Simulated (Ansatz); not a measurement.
Input and output of a relaxation of cell and atoms for Y₃Si (Pm-3n, 8 atoms in the cell) (Ansatz, a first-principles code).

Level of theory: revPBE, default PAW files made with PBE (plane waves; Ansatz).

```
Y3Si
1.0
    6.23240     0.00000     0.00000
    0.00000     6.23240     0.00000
    0.00000     0.00000     6.23240
Y Si
6 2
Direct
  0.25000   0.00000   0.50000
  0.75000   0.00000   0.50000
  0.00000   0.50000   0.25000
  0.00000   0.50000   0.75000
  0.50000   0.25000   0.00000
  0.50000   0.75000   0.00000
  0.00000   0.00000   0.00000
  0.50000   0.50000   0.50000
```

Reference input (self-consistent single point, DFT, revPBE, plane waves, default PAW files made with PBE): basis.ecutwfc = 420 eV; kpoints.mp_grid.grid = 6 6 6; hamiltonian.xc = revpbe; hamiltonian.pseudopotentials = {kind: paw} (the program's default PAW files); scf.occupations.method = fermi_dirac; scf.occupations.width = 0.1 eV. This run's input differs from it in these lines:

```diff
@@ -23,2 +23,4 @@
   occupations: { method: fermi_dirac, width: 0.1 eV }
+relax:
+  cell: { p_target: 5.0 GPa }
 output:
```

The program printed (abridged):

```
   [... SCF lines of the steps left out ...]
relax step   1: F+E_penalty+E_count = -24398.02259511 eV  Δ(F+E_penalty+E_count) = +0.000e0 eV  max|allowed force component| = 3.722e-18 eV/Å  Δτ_max = 0.0000 Å  P = -5.079 GPa  Ω = 242.084 Å³  (6 SCF iters, dr2 threshold 1.00e-7 eV, accepted)
relax step   2: F+E_penalty+E_count = -24398.52486802 eV  Δ(F+E_penalty+E_count) = -5.023e-1 eV  max|allowed force component| = 2.197e-17 eV/Å  Δτ_max = 0.0000 Å  P = +1.073 GPa  Ω = 208.377 Å³  energy of the carried Pulay correction = +1.082e-3 eV  [...]
   [... lines left out ...]
relax step   5: F+E_penalty+E_count = -24398.28665159 eV  Δ(F+E_penalty+E_count) = +9.837e-3 eV  max|allowed force component| = 1.550e-17 eV/Å  Δτ_max = 0.0000 Å  P = +4.997 GPa  Ω = 195.366 Å³  energy of the carried Pulay correction = +1.544e-3 eV  [...]
relax step   6: F+E_penalty+E_count = -24398.28531722 eV  Δ(F+E_penalty+E_count) = +1.334e-3 eV  max|allowed force component| = 1.727e-17 eV/Å  Δτ_max = 0.0000 Å  P = +4.996 GPa  Ω = 195.366 Å³  stress off target by 3.80e-3 GPa  SCF on the basis [...]
basis re-selected at this cell: Δ(F+E_penalty+E_count) = +1.334e-3 eV, ΔP = -0.001 GPa vs the last step
the relaxation is at rest under the 48 symmetry operations that the run kept from its start: a minimum is not shown …
Stability not checked: this state was not tested for a lower state beside it, because too few of the mixer's solves of this state at the end of the SCF gave a …
Free energy (F): -24398.285317 eV
Internal energy: -24397.996804 eV  (E = F + TS)
   [... lines left out ...]
Fermi energy:    11.296054 eV
  cell:  # Å, volume = 195.3656 Å³
   [... lines left out ...]
    - { symbol: Y, position: [7.896476248078019e-36, 0.5, 0.25] }
    - { symbol: Y, position: [-7.450853448345712e-35, 0.5, 0.75] }
    - { symbol: Y, position: [0.5, 0.25, -6.453986192059691e-35] }
    - { symbol: Y, position: [0.5, 0.75, 1.5289992225577813e-35] }
    - { symbol: Si, position: [-1.952189994222294e-34, 4.764794123322746e-35, -1.7543254237768236e-35] }
    - { symbol: Si, position: [0.5, 0.5, 0.5] }
```

The run converged. 

Summary of the result:
Free energy E − TS (on the zero of these files): -24398.2853 eV
Fermi level (on the code's own zero): 11.30 eV
Pressure: 5.00 GPa
Final cell: a = 5.803 Å, b = 5.803 Å, c = 5.803 Å, α = 90.00°, β = 90.00°, γ = 90.00°
Final volume per atom: 24.42 Å³
Relaxation steps: 6

The starting cell was generated: these elements placed on a structure prototype, without a prior relaxation; it need not be a known phase or ordering of this composition. The relaxation keeps the symmetry of its start, so its end need not be a minimum. Ansatz's pressure includes its estimate of the finite-basis (Pulay) stress.

Cost on one core of a shared machine: roughly 40 s.

Keys are those of Ansatz 0.2.
